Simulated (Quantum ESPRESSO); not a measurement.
**Quick settings and what they miss: SrAg2 (Imma, 6 atoms in the cell)**

Self-consistent single point.

```
SrAg2
1.0
   -2.35629     3.84051     4.11360
    2.35629    -3.84051     4.11360
    2.35629     3.84051    -4.11360
Sr Ag
2 4
Direct
  0.29501   0.04501   0.25000
  0.70499   0.95499   0.75000
  0.28310   0.33769   0.94541
  0.71690   0.66231   0.05459
  0.89228   0.33769   0.55459
  0.10772   0.66231   0.44541
```

Computed with PBEsol, GBRV 1.5 ultrasoft (PBESOL) pseudopotentials (plane waves; Quantum ESPRESSO).

Base settings: ecutwfc = 40 Ry; ecutrho = 320 Ry; occupations = smearing; smearing = gauss; degauss = 0.0099958 Ry; potentials = {Sr: sr_pbesol_v1.uspp.F.UPF, Ag: ag_pbesol_v1.4.uspp.F.UPF}; K_POINTS = automatic 5 5 5 0 0 0; conv_thr = 1e-10 Ry; mixing_beta = 0.3.

Tight run (finer mesh or higher cutoff; not a proven limit): ecutwfc: 40 Ry → 56 Ry; ecutrho: 320 Ry → 448 Ry; conv_thr: 1e-10 Ry → 7.3e-11 Ry; K_POINTS: automatic 5 5 5 0 0 0 → automatic 7 7 7 0 0 0. It gave Fermi level (on the code's own zero) 11.79 eV; pressure -0.62 GPa; largest force (vector length) 0.039 eV/Å.

Quick runs, as changes from the base:
- A: ecutwfc: 40 Ry → 32 Ry; ecutrho: 320 Ry → 256 Ry; K_POINTS: automatic 5 5 5 0 0 0 → automatic 2 2 2 1 1 1
- B: ecutwfc: 40 Ry → 32 Ry; ecutrho: 320 Ry → 256 Ry; degauss: 0.0099958 Ry → 0.0147 Ry; pseudopotentials: {Sr: sr_pbesol_v1.uspp.F.UPF, Ag: ag_pbesol_v1.4.uspp.F.UPF} → {Sr: sr_lda_v1.uspp.F.UPF, Ag: ag_lda_v1.4.uspp.F.UPF}; K_POINTS: automatic 5 5 5 0 0 0 → automatic 6 6 6 0 0 0 [LDA (PZ)]
- C: ecutwfc: 40 Ry → 24 Ry; ecutrho: 320 Ry → 192 Ry; K_POINTS: automatic 5 5 5 0 0 0 → automatic 6 6 6 0 0 0
- D: ecutwfc: 40 Ry → 24 Ry; ecutrho: 320 Ry → 192 Ry; smearing: gauss → fd; degauss: 0.0099958 Ry → 0.0147 Ry; K_POINTS: automatic 5 5 5 0 0 0 → automatic 3 3 3 0 0 0

Energies are extrapolated to zero smearing width, which holds to low order in the width alone (under cold and Methfessel-Paxton smearing the free energy itself is taken).

Dashes: energy of B, another energy zero.

† marks runs with another functional, U, potentials or spin treatment: their distance from the tight run is not a convergence error alone.

The count of work is k-points × plane waves × bands × iterations; it is no time. Core times come from one kind of shared machine and are given to one figure; runs under 30 s give none.

The starting cell comes from a database of computed structures (which also holds hypothetical and non-ambient phases and stackings), without a prior relaxation at this level. Its lattice was rescaled by a random factor within 2.5 % of one.

```
run  energy less tight (meV/atom)  pressure less tight (GPa)  largest miss in a force vector (eV/Å)  count of work / tight  core time / tight (rough)
---  ----------------------------  -------------------------  -------------------------------------  ---------------------  -------------------------
A                           -64.0                      -0.96                                  0.044                  0.027                       0.06
B†                              –                      -3.26                                  0.044                   0.31                        0.4
C                          1656.4                     -77.16                                  0.029                   0.20                        0.2
D                          1689.9                     -78.26                                  0.050                  0.035                       0.05
```

Among the runs at the tight run's level, the energy misses run from 64.0 to 1689.9 meV/atom.

Left out of this page: 1 run of the series outside the window shown, repeating another row's setting, or not comparable.
